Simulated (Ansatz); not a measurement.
Base system: NiSi (space group Pnma, No. 62; a = 5.105 Å, b = 3.360 Å, c = 5.504 Å; non-magnetic). Axes: x, y, z lie along a, b, c of the conventional cell.

Method: PBEsol, PAW, 420 eV (Ansatz, a first-principles code; spin-orbit coupling left out), earlier PAW set.

For the base:

```
Quantity            Value
---------------  --------
Volume per atom  11.80 Å³
```

Now apply this change: tensile biaxial strain of 0.98 % in the plane normal to [001], as in epitaxy on a mismatched substrate; the out-of-plane cell vector and the atoms relax.

**Question.** Predict the new volume per atom.

**Answer.** The volume per atom rises by 0.10 Å³, from 11.80 Å³ to 11.90 Å³.

Without a gap, meshes like the base's 9×14×9 leave anisotropic stresses uncertain by several tenths of a GPa, and small strain energies with them. No phonon test of stability was made. Starting moments died away, wholly or in part, for the base; another magnetic solution may exist. The final runs are not spin-polarised.
